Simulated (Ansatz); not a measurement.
Density of states of FeS$_{2}$ (Pnnm) below the valence band maximum, Ansatz (a quantum-chemistry and plane-wave program) with PBEsol with spin-orbit coupling, rigid bands; cell volume 77.9 Å³.

```tsv
energy from edge (eV)	10⁻³ states/eV/cell
0.006	111
0.031	285
0.056	1970
0.081	4360
0.106	5260
0.131	4450
0.156	4100
0.181	3970
0.206	4220
0.231	4740
0.256	5140
0.281	5670
0.319	7400
0.344	7900
0.369	8540
0.394	9220
0.419	11600
0.444	14200
0.469	15900
0.494	8110
0.519	4800
0.544	2790
0.569	2440
0.594	2170
```

Task: What effective density of states at 300 K does this give (∫ g(E) exp(−E/k_BT) dE, both spins, divided by the cell's size)?

Result: 2.2e20 cm⁻³, a density-of-states mass of 4.3 mₑ, valleys and band degeneracy included.

Geometry: cell and atoms relaxed with PBEsol.

Formula and space group known from diffraction (Crystallography Open Database), not checked to be the room-temperature form: FeS2 (Pnnm). Treated as nonmagnetic, magnetic states not searched for: FeS2 (Pnnm).
